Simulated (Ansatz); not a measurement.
Bond-angle distributions (per cent of the angles at each element, bins of 10°) of a relaxed model of amorphous Ge12As12S36 at 2.93 g/cm³. Computed with PBE-D3(BJ), scalar-relativistic without spin-orbit coupling (plane waves to 420 eV, PAW; Ansatz, a quantum-chemistry and plane-wave program).

It comes from a melt-quench run on a machine-learned potential (CHGNet), relaxed afterwards by DFT. The hot cell started wider than the set density and was brought back towards it in steps. It is the lowest in DFT energy of 3 quenches. It is a model cell: composition and starting density were chosen by hand, and all elements were melted together. The geometry includes D3(BJ) dispersion. Its density started from a set value of 2.96 and ended at 2.93 g/cm³. The quench (nominally 99 K/ps over its main leg) was far faster than any real one, so the model tends to hold more defects than a real film. One small periodic cell is one sample of the glass; other quenches scatter about these values. Volume and shape were free in the relaxation.

Bonds are counted up to Ge-Ge 2.85 Å, Ge-As 2.68 Å, Ge-S 2.60 Å, As-As 2.80 Å, As-S 2.60 Å, S-S 2.39 Å.

```json
[
 {"angle (°)": "50-60", "at Ge": "0", "at As": "0", "at S": "0"},
 {"angle (°)": "60-70", "at Ge": "0", "at As": "0", "at S": "0"},
 {"angle (°)": "70-80", "at Ge": "0", "at As": "0", "at S": "5"},
 {"angle (°)": "80-90", "at Ge": "3", "at As": "22", "at S": "28"},
 {"angle (°)": "90-100", "at Ge": "17", "at As": "47", "at S": "33"},
 {"angle (°)": "100-110", "at Ge": "34", "at As": "25", "at S": "26"},
 {"angle (°)": "110-120", "at Ge": "38", "at As": "6", "at S": "8"},
 {"angle (°)": "120-130", "at Ge": "8", "at As": "0", "at S": "0"},
 {"angle (°)": "130-140", "at Ge": "0", "at As": "0", "at S": "0"},
 {"angle (°)": "140-150", "at Ge": "0", "at As": "0", "at S": "0"},
 {"angle (°)": "150-160", "at Ge": "0", "at As": "0", "at S": "0"},
 {"angle (°)": "160-170", "at Ge": "0", "at As": "0", "at S": "0"},
 {"angle (°)": "170-180", "at Ge": "0", "at As": "0", "at S": "0"}
]
```

They go with these counts of neighbours within the cut-offs, cation contacts included: Ge mean 3.8, most often 4; As mean 3.0, most often 3; S mean 2.0, most often 2.
